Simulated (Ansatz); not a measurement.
# What holes 1.0×10^21 cm⁻³ does to GaN

Start from GaN in the zinc blende structure (space group F-43m, No. 216; a = 4.4983 Å).

Now apply this change: hole doping at 1.0×10^21 cm⁻³ (0.0228 per cell), with a uniform compensating background at fixed cell and a 300 K Fermi–Dirac width.

The values are results of PBEsol (Ansatz, an electronic-structure program; PAW; 420 eV plane waves; no SOC), earlier PAW set, not measurements. Settings: 29×29×29 k-points, 0.0259 eV Fermi–Dirac smearing.

```csv
quantity,base,changed,shift
gap between the host's bands,1.70 eV,1.73 eV,+0.023 eV
gap character,direct at Γ,direct at Γ,–
Fermi level relative to the doped band's edge (positive inside the band; to 0.05 eV),–,+0.10 eV,–
```

Final structure:

```
GaN
1.0
    0.00000     2.24914     2.24914
    2.24914     0.00000     2.24914
    2.24914     2.24914     0.00000
N Ga
1 1
Direct
  0.75000   0.75000   0.75000
  0.00000   0.00000   0.00000
```
Cell charge +0.022755.

Carriers are added with a uniform compensating background; total energy and stress of such cells depend on the potential's zero and are not compared; many-body gap narrowing is missing at this level. No phonon test of stability was made. This is not the structure that GaN has at room temperature and ambient pressure.
